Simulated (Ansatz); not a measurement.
The parent structure is Ga2O3 (space group C2/m, No. 12; a = 12.456 Å, b = 3.083 Å, c = 5.877 Å, α = γ = 90.00°, β = 103.70°).

(Cell as relaxed with PBE.)

Levels (all Ansatz, a quantum-chemistry and plane-wave program, PAW, earlier PAW set): PBE (420 eV, scalar-relativistic without spin-orbit coupling); r2SCAN (500 eV, no SOC).

Each level relaxes its own structure.

```json
[
 {"base": "volume per atom", "PBE": "10.96 Å³", "r2SCAN": "10.50 Å³"},
 {"base": "band gap", "PBE": "2.01 eV", "r2SCAN": "3.03 eV"}
]
```

Modification: hydrostatic tension (pressure −2 GPa).

| quantity | PBE | r2SCAN |
|---|---|---|
| gap character | indirect, k = (0.455, -0.455, -1/2) in the run's primitive reciprocal basis → Γ | ? |
| shift of the gap caused by the change | -0.10 eV | ? |
| shortest interatomic distance | 3.523 bohr | ? |

Question: Predict the r2SCAN column.

Answer: 
- gap character, r2SCAN: indirect, k = (0.455, -0.455, -1/2) in the run's primitive reciprocal basis → Γ
- shift of the gap caused by the change, r2SCAN: -0.09 eV
- shortest interatomic distance, r2SCAN: 3.474 bohr

PBE's shortest interatomic distance lies 0.049 bohr above r2SCAN's (1.4 %); the two agree on the gap character. Neither level is exact; r2SCAN is the comparison here, not a measurement.

Load acts through the strain it causes; cell and atoms are relaxed under it. No phonon test of stability was made.
